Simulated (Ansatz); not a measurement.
## Li on the 1x1 (110) surface of zinc-blende InP (cut with top plane In + P), one in a 2x1 cell, started at the site 'top In'

Host crystal: zinc-blende InP, with a band gap (PBE, scalar-relativistic without spin-orbit coupling).

The numbers are results of PBE (plane waves to 420 eV, PAW; Ansatz, a quantum-chemistry and plane-wave program), not measurements.

Slab: 21 atoms, 8.9 Å thick at the start under the adsorbate (thin: gaps and levels are the slab's own); k 3x4x1, smearing 0.01 eV, dipole-corrected; 8 atoms held, the rest relaxed; held to the start's symmetry, so lower structures may exist; spin-polarised, ending with about 0.8 μB a cell, a value that depends on the mesh; orders that need a larger cell were not tried, no spin-orbit, no U, no dispersion correction. The slab shows no gap over 0.04 eV on its mesh. At the end it is bonded to 2 In + 2 P. In PBE it is, or lies within 0.03 eV of, the lowest of the starts that converged.

- adsorption energy against an atom of bcc Li = -0.39 eV
- work function of the top face = 3.97 eV
- change of the step from the bottom to the top vacuum level, against the clean slab = -0.48 eV
- energy released by relaxation = 1.21 eV
- height of the binding atom over the mean of the host atoms within 0.3 Å of the top one = 0.489 Å
- nearest host atoms of the binding atom = P at 2.54 Å, P at 2.54 Å, In at 2.98 Å
- largest move of a host atom = 0.52 Å
- note = in the relaxation the adsorbate left its starting site by 2.7 Å
- cost = around 90 core-minutes (rough)

A negative adsorption energy means that the adsorbate is more stable on the surface than in its reference.
